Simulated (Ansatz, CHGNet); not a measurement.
## L1₂ (Cu3Au-type) Al3Sc, lattice parameter a

Reference value: 4.103 Å (measured, room temperature, no zero-point or thermal correction; as tabulated in A Combined Experimental and First-Principles Based Assessment of …).

What do CHGNet-r²SCAN, LDA, PBE, PBE-D3(BJ), r²SCANh give, and how far is each from the reference?


```
level (code)         value (Å)  difference (%)
-------------------  ---------  --------------
CHGNet-r²SCAN            4.087           -0.39
LDA (Ansatz)             4.032           -1.73
PBE (Ansatz)             4.106           +0.07
PBE-D3(BJ) (Ansatz)      4.049           -1.32
r²SCANh (Ansatz)         4.083           -0.49
```

The reference is not for a static lattice or low temperature, so close values are not ranked against it.

The reference isn't brought to a static lattice, while the calculations are for one, so the differences are not the levels' errors alone. A static lattice is as a rule a little smaller than the measured one. The crystal itself was run without spin with LDA, PBE, PBE-D3(BJ), r²SCANh; a magnetic state was not tried in these runs. K meshes differ between the levels. Ansatz's density-functional and Hartree–Fock values are scalar-relativistic unless marked +SOC, with PAW data made under PBE.

Machine-learned potentials (CHGNet-r²SCAN) are trained on DFT data: a solid inside that data is no test of them.

Differences are worked out from the printed values.

Ansatz is a program for electronic structure.
